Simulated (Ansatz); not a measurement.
**Contacts to BN-zb (110, BN face)**

Plane-wave PAW runs of Ansatz (a quantum-chemistry and plane-wave program) at PBE, 420 eV, without spin–orbit coupling and spin-polarised for magnetic metals alone: periodic stacks cut from bulk faces, the metal strained to the host, one local minimum each, barriers from the potential line-up.

| metal face | host face | atoms; faces of host | metal; metal's strain (%) | hole barrier (eV) | electron barrier (eV) |
|---|---|---|---|---|
| (1) CoSi2 (110) | BN-zb (110) | 66; BN/BN | CoSi/CoSi; -4.4 | 1.58 | 2.89 |
| (2) IrO2-rut (100) | BN-zb (110) | 96; BN/BN | O/O; -1.6 | ? | ? |
| (3) TaC-rs (110) | BN-zb (110) | 96; BN/BN | CTa/CTa; -0.8 | 1.48 | 2.98 |
| (4) W (110) | BN-zb (110) | 88; BN/BN | W/W; -1.4 | ? | ? |

Problem. Complete the blanks.

Solution. 
- (2) IrO2-rut (100), hole barrier (eV): 1.29
- (2) IrO2-rut (100), electron barrier (eV): 3.17
- (4) W (110), hole barrier (eV): 1.74
- (4) W (110), electron barrier (eV): 2.72
